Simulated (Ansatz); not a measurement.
**Effect of pressure 0.9 GPa on TiO2**

Start from TiO$_{2}$ in the rutile structure (space group P4_2/mnm, No. 136; a = 4.548 Å, c = 2.917 Å).

Now apply this change: a hydrostatic pressure of 0.9 GPa.

Computed with LDA/PAW in Ansatz (a first-principles code), spin-orbit coupling left out. k-mesh 7×7×11 (Γ-centred); smearing 0.05 eV (Fermi–Dirac).

```csv
quantity,base,changed,shift
volume per atom,10.06 Å³,10.02 Å³,-0.04 Å³
c/a ratio,0.641,0.642,+0.0005
shortest interatomic distance,3.643 bohr,3.641 bohr,-0.0028 bohr
enthalpy H = E + PV relative to the base's energy,–,+0.06 eV/atom,–
band gap,1.86 eV,1.86 eV,0.00 eV
gap character,direct at Γ,direct at Γ,–
electron mass,"0.52 mₑ along c, 1.1 mₑ across (at Γ)","0.51 mₑ along c, 1.1 mₑ across (at Γ)",–
"valence-band top at Γ (three highest levels, from the VBM)","0.00, -0.47, -0.47 eV","0.00, -0.47, -0.47 eV",–
```

Final structure:

```
CELL_PARAMETERS angstrom
      4.54135     0.00000     0.00000
      0.00000     4.54135     0.00000
      0.00000     0.00000     2.91503
ATOMIC_POSITIONS crystal
  Ti 0.00000 0.00000 0.00000
  Ti 0.50000 0.50000 0.50000
  O  0.30384 0.30384 0.00000
  O  0.80384 0.19616 0.50000
  O  0.19616 0.80384 0.50000
  O  0.69616 0.69616 0.00000
```

Load acts through the strain it causes; cell and atoms are relaxed under it. Effective masses come from finite differences of ±0.01 Å⁻¹. No phonon test of stability was made. All final runs are without spin polarisation.
